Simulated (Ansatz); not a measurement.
Ansatz (an electronic-structure program) is run on Hf2Pb (Fd-3m, 6 atoms in the cell), and the run fails. The aim is a self-consistent single point with DFT, PBE, plane waves, default PAW files.

Cell that was meant: a = 6.1923 Å, b = 6.1923 Å, c = 6.1923 Å, α = 60.00°, β = 60.00°, γ = 60.00°.

Part of the input:

Ansatz 0.2 input:
```yaml
    - { symbol: Pb, position: [0.750000, 0.750000, 0.750000] }
    - { symbol: Pb, position: [0.500000, 0.500000, 0.500000] }
basis:
  ecutwfc: 30
kpoints:
  mp_grid: { grid: [7, 7, 7] }
hamiltonian:
```

Output (repeated stretches shortened):

```
Error: inconsistent input (basis.ecutwfc, kpoints): the smallest per-k basis holds n_pw = 59 plane waves (k-point 0, counted from 0 among those solved) but the deck needs at least 67 band(s) per channel, and no run solves more bands than the smallest per-k basis has plane waves; raise basis.ecutwfc until the smallest per-k basis, which caps the automatic band count, holds at least 67 plane waves
```

Q: Read the log: what does the program object to, and what is the fix?

A: The fault is this: a cutoff meant in Ry typed as a bare number, read as eV; here the program stops on it instead of giving results. To fix it, convert the value to the unit that the key expects. The program stopped before any SCF iteration.

An input that runs soundly differs in these lines (not the only fix; some lines may just follow from the change or write a value another way):
```diff
-  ecutwfc: 30
+  ecutwfc: 30.9 Ry
```

With that input, the run converged in 7 iterations: free energy E − TS (on the zero of these files) -86695.8565 eV; Fermi level (on the code's own zero) 14.19 eV; pressure -7.67 GPa (DFT, PBE, plane waves, default PAW files).

On the sound input: the starting cell was generated: these elements placed on a structure prototype, without a prior relaxation; it need not be a known phase or ordering of this composition. Its lattice was rescaled by a random factor within 2.5 % of one. With a pressure of about -8 GPa the cell is away from its equilibrium volume at this level. Ansatz's pressure includes its estimate of the finite-basis (Pulay) stress.
